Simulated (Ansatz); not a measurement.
The reference is Al2O3 in the corundum structure (space group R-3c, No. 167; a = 4.7738 Å, c = 13.0147 Å (hexagonal axes)).

Method: PBEsol, PAW, 420 eV (Ansatz, a program for electronic structure; no spin-orbit coupling).

Base values:

| Property | Result |
|---|---|
| Band gap | 6.03 eV |
| Electron mass | 0.40 mₑ along c, 0.37 mₑ across (at Γ) |
| Gap character | direct at Γ |
| Pressure | 0.00 GPa |

Perturbation: an isotropic linear strain of +1.50 %; the atoms relax in the strained cell.

### Question
Predict the new band gap.

### Answer
The band gap shrinks by 0.54 eV (6.03 eV → 5.49 eV).

### Question
Predict the new electron mass.

### Answer
The electron mass changes from 0.40 mₑ along c, 0.37 mₑ across (at Γ) to 0.37 mₑ along c, 0.35 mₑ across (at Γ).

### Question
Predict the new gap character.

### Answer
The gap character stays direct at Γ.

### Question
What does the calculation give for the pressure after the change?

### Answer
The pressure (mean of the normal stresses, compression positive) goes from zero to -9.89 GPa.

Effective masses come from finite differences of ±0.01 Å⁻¹. Stability against distortions was not tested.
